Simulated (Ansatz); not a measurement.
Take ZnSe in the zinc blende structure (space group F-43m, No. 216) as the base.

```xyz
2
Lattice="0.0000 2.7838 2.7838 2.7838 0.0000 2.7838 2.7838 2.7838 0.0000" Properties=species:S:1:pos:R:3 pbc="T T T"
Zn     0.0000     0.0000     0.0000
Se     1.3919     1.3919     1.3919
```

Cartesian axes are those of the cell as printed.

Computed with Ansatz (a program for electronic structure), LDA, PAW, cutoff 420 eV, spin-orbit coupling left out.

Strains are applied to the cell and any free atomic positions relax; under biaxial strain the out-of-plane vector relaxes too.

One change was made to it. Results:

| quantity | base | after |
|---|---|---|
| valley order (the lowest conduction-band minima on the path, energy above the VBM, named in the base's zone) | Γ 1.25 eV; L along ⟨111⟩ 2.45 eV; X along ⟨100⟩ 2.69 eV | Γ 1.25 eV; L along [111] 2.39 eV; X along [010] 2.52 eV; X along [001] 2.75 eV |
| pressure (mean of the normal stresses, compression positive) | 0.0 kbar | 12.2 kbar |
| electron mass | 0.090 mₑ (at Γ) | 0.096 mₑ out of plane, 0.091 mₑ in plane (at Γ) |
| energy relative to the base (free energy F) | 0 meV/atom | +4.8 meV/atom |

Q: Which of these changes matches the shifts?
A) biaxial strain −3.00 %, plane normal [001], relaxed out of plane
B) biaxial strain +2.50 %, plane normal [001], relaxed out of plane
C) biaxial strain +1.00 %, plane normal [001], relaxed out of plane
D) biaxial strain −2.00 %, plane normal [001], relaxed out of plane
E) biaxial strain +2.00 %, plane normal [001], relaxed out of plane

A: D, biaxial strain −2.00 %, plane normal [001], relaxed out of plane. For comparison, the valley order in the other runs: biaxial strain +2.00 %, plane normal [001], relaxed out of plane gives Γ 1.08 eV; L along [1-1-1] 2.30 eV; X along [001] 2.50 eV; biaxial strain −3.00 %, plane normal [001], relaxed out of plane gives Γ 1.25 eV; L along [111] 2.34 eV; X along [010] 2.44 eV; biaxial strain +2.50 %, plane normal [001], relaxed out of plane gives Γ 1.04 eV; L along [1-1-1] 2.26 eV; X along [001] 2.45 eV; biaxial strain +1.00 %, plane normal [001], relaxed out of plane gives Γ 1.16 eV; L along [1-1-1] 2.38 eV; X along [001] 2.59 eV.

The levels and masses belong to the bands next to the band gap. Masses are band curvatures over ±0.01 Å⁻¹ around the edge. Whether these cells are dynamically stable was not tested.
